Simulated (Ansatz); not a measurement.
The reference is CsCl in the CsCl type structure (space group Pm-3m, No. 221; a = 4.2053 Å).

Computed with PBE (Ansatz, a first-principles code), scalar-relativistic without spin-orbit coupling.

Base values:

The density is 3.76 g/cm³ and the band gap comes out as 5.01 eV.

It is then changed as follows: cell and atoms relaxed at a pressure of 1.5 GPa.

**Question.** Estimate the effect on the density.

**Answer.** The density increases by 0.33 g/cm³ to 4.09 g/cm³.

**Question.** How does this affect the band gap?

**Answer.** The band gap rises by 0.37 eV (5.01 eV → 5.38 eV).

Load acts through the strain it causes; cell and atoms are relaxed under it. Stability against distortions was not tested.
